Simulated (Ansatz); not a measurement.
**Rb in the bcc (W type) structure (space group Im-3m, No. 229)**

```
CELL_PARAMETERS angstrom
     -2.83758     2.83758     2.83758
      2.83758    -2.83758     2.83758
      2.83758     2.83758    -2.83758
ATOMIC_POSITIONS crystal
  Rb 0.00000 0.00000 0.00000
```

Calculations: plane-wave PAW DFT at the PBE level (Ansatz, a program for electronic structure, 420 eV), no SOC. Γ-centred 12×12×12 mesh, Fermi–Dirac width 0.05 eV.

```json
{
 "volume_per_atom": "91.39 Å³",
 "density": "1.55 g/cm³",
 "band_gap": "zero",
 "total_energy": "-3267.348 eV/atom (σ→0; compares only within this code and set-up)"
}
```

Whether these cells are dynamically stable was not tested. The final runs are not spin-polarised.
